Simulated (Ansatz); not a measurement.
Results of HSE06 (Ansatz, a program for electronic structure, PAW) for zinc-blende BeS.

Excerpt of the program's output:

```
WARN output.stress: scf.exx.energy_threshold = 1e-6 eV is looser than the 2e-8 eV advised for a stress under a hybrid functional (1e-8 eV for each atom of the …
Crystal: 2 atoms, lattice volume = 28.569 Å³
Basis set: ecut = 460 eV, 645 PW (Γ), exchange–correlation on 50×50×50 points (8 copies of the dense FFT grid, shifted against one another)
Bands: 8, of which v1, the nominal top of the filled ones, is band 4 counted from 1 (3 counted from 0)
Symmetry: 24 space group operations
Space group: F-43m (ITA 216), of the structure as read, at distance tolerance 3.1e-5 Å
k-points: 47 of 1000 (time reversal used)
SCF iter   1: F=—  HF=-996.960295 eV  |F-HF|=—  |Δ(HF+E_count)|=         —  Δρ=9.97e-4  dr2=2.99e-4
SCF iter   2: F=-996.959866 eV  HF=-996.959809 eV  |F-HF|=5.63e-5  |Δ(HF+E_count)|=   4.86e-4  Δρ=3.40e-4  dr2=2.63e-5
Crystal: 2 atoms, lattice volume = 28.569 Å³
Initial density: handed on by an earlier stage of this run
  ...
Crystal: 2 atoms, lattice volume = 28.569 Å³
SCF iter   3: F=—  HF=-997.773988 eV  |F-HF|=—  |Δ(HF+E_count)|=   1.17e-8  Δρ=9.96e-7  dr2=3.70e-10
SCF iter   4: F=-997.773988 eV  HF=-997.773988 eV  |F-HF|=1.82e-12  |Δ(HF+E_count)|=  4.35e-11  Δρ=9.83e-8  dr2=1.06e-11
SCF 3 converged in 4 iterations: F = -997.773988 eV  dr2 = 1.06e-11
Free energy (F): -997.773988 eV
Internal energy: -997.773988 eV  (E = F + TS)
E sigma→0 (E₀):  -997.773988 eV
Fermi energy:    6.703440 eV
--- Stress (GPa, compression-positive) ---
       -0.000124       0.000000      -0.000000
        0.000000      -0.000124       0.000000
       -0.000000       0.000000      -0.000124
  P = ⅓ Tr σ = -0.0001 GPa (-0.001 kbar)
```

Problem. Write an input file that could have produced this run (the log leaves some choices open).

Solution. One answer among several that fit: 
Ansatz 0.2 input:
```yaml
crystal:
  lattice:
    - [0.0, 2.4263723226, 2.4263723226]
    - [2.4263723226, 0.0, 2.4263723226]
    - [2.4263723226, 2.4263723226, 0.0]
  atoms:
    - { symbol: Be, position: [0.0, 0.0, 0.0] }
    - { symbol: S, position: [0.25, 0.25, 0.25] }
basis:
  ecutwfc: 460
  ecutrho_ratio: 4
  xc_grid: 2
kpoints:
  mp_grid: { grid: [10, 10, 10] }
hamiltonian:
  xc: hse06
  dispersion: none
  pseudopotentials: { kind: paw }
scf:
  occupations: { method: fermi_dirac, width: 0.01 }
  convergence: { dr2_threshold: 0.0000000002 }
output:
  forces: true
  stress: true
  eigenvalues: true
```

The PAW data were made under PBE.
